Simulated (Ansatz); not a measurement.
Data:

```yaml
crystal:
  lattice:
    - [0.00000, 2.39166, 2.39166]
    - [2.39166, 0.00000, 2.39166]
    - [2.39166, 2.39166, 0.00000]
  atoms:
    - { symbol: Y, position: [0.00000, 0.00000, 0.00000] }
    - { symbol: N, position: [0.50000, 0.50000, 0.50000] }
```

No spin polarisation.

All numbers come from Ansatz (a quantum-chemistry and plane-wave program), PBEsol, PAW, cutoff 420 eV, no spin-orbit coupling. Settings: 12×12×12 k-points, 0.05 eV Fermi–Dirac smearing.

### Question
Estimate the band gap.

### Answer
Zero.

### Question
What pressure does the calculation give?

### Answer
8.5 GPa.

### Question
What space group does the calculation give?

### Answer
Fm-3m (No. 225).

A case with no gap was solved on a k-mesh chosen for an insulator, which is coarse for it. The cells carry an imposed strain or load. No phonon test of stability was made. The final runs are not spin-polarised. The cell was made from YN in the rock salt structure (space group Fm-3m, No. 225) by this change: isotropic strain −1.50 %. The zero or small gap of YN can change with the level of theory.
